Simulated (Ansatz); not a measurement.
Band structure of Co₃Ir (P-6m2, 4 atoms in the cell).

```
CELL_PARAMETERS angstrom
      2.60879     0.00000     0.00000
     -1.30439     2.25928     0.00000
      0.00000     0.00000     8.12681
ATOMIC_POSITIONS crystal
  Co 0.00000 0.00000 0.00000
  Co 0.66667 0.33333 0.76162
  Co 0.66667 0.33333 0.23838
  Ir 0.00000 0.00000 0.50000
```
Moments meant for the start (each program seeds them in its own way; μB, in the order of the atoms Co Co Co Ir): 3.0 3.0 3.0 1.0.

Method of the run: PBEsol, default PAW files made with PBE (plane waves; Ansatz, an electronic-structure program).

Settings: basis.ecutwfc = 420 eV; kpoints.mp_grid.grid = 14 14 4; hamiltonian.xc = pbesol; hamiltonian.pseudopotentials = {kind: paw} (the program's default PAW files); magnetization.spin_polarized = true; scf.occupations.method = cold; scf.occupations.width = 0.1 eV; kpoints.band_path.npoints = 16.

The starting cell comes from a database of computed structures (which also holds hypothetical and non-ambient phases and stackings), without a prior relaxation at this level. Spin-orbit coupling is off. The magnetic order is the one reached from the typed start; others were not searched systematically.

Levels in eV from the Fermi level, bands 34 to 41 of the first spin channel:
```
point     34     35     36     37     38    39    40    41
-----  -----  -----  -----  -----  -----  ----  ----  ----
Γ      -1.21  -1.21  -0.99  -0.99   0.17  0.20  0.20  7.03
M      -0.81  -0.07   1.23   1.28   1.63  1.99  3.68  7.01
K      -0.84  -0.52  -0.08   4.08   4.42  4.61  4.86  7.17
A      -1.53  -1.53  -1.50  -0.88  -0.88  0.21  0.21  9.51
L      -0.75  -0.33   0.51   1.08   1.99  2.36  3.86  7.48
H      -0.91  -0.82  -0.08   4.46   4.49  4.77  4.91  5.74
```

Bands cross the Fermi level along this path, so the cell is metallic at this level.

The net moment of the cell came out as 5.22 μB.

Keys are those of Ansatz 0.2.
